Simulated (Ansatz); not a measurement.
## GaAs under load (space group F-43m): band-edge transport data

```
CELL_PARAMETERS angstrom
      0.00000     2.73307     2.73307
      2.73307     0.00000     2.73307
      2.73307     2.73307     0.00000
ATOMIC_POSITIONS crystal
  Ga 0.00000 0.00000 0.00000
  As 0.25000 0.25000 0.25000
```

The numbers are results of r2SCAN with spin-orbit coupling, rigid bands (plane waves, PAW; Ansatz, a quantum-chemistry and plane-wave program), not measurements. Condition of this run: hydrostatic pressure 10 GPa (the target of the relaxation). How the cell was made: cell and atoms relaxed with r2SCAN, then loaded as said.

```json
{
 "band_gap": "1.43 eV",
 "electron conductivity mass (300 K, dilute)": "0.33 mₑ",
 "hole conductivity mass (300 K, dilute)": "0.35 mₑ",
 "effective density of states N_c (300 K)": "4.2e19 cm⁻³",
 "effective density of states N_v (300 K)": "1.1e19 cm⁻³",
 "density_of_states_mass_electrons": "1.40 mₑ",
 "density_of_states_mass_holes": "0.58 mₑ",
 "Seebeck coefficient, n-type 1e19 cm⁻³, 300 K": "-327 μV/K",
 "Seebeck coefficient, p-type 1e19 cm⁻³, 300 K": "235 μV/K"
}
```

Rigid bands; masses and Seebeck coefficients take one relaxation time τ for all states and one kind of carrier; polarons and phonon drag are left out.
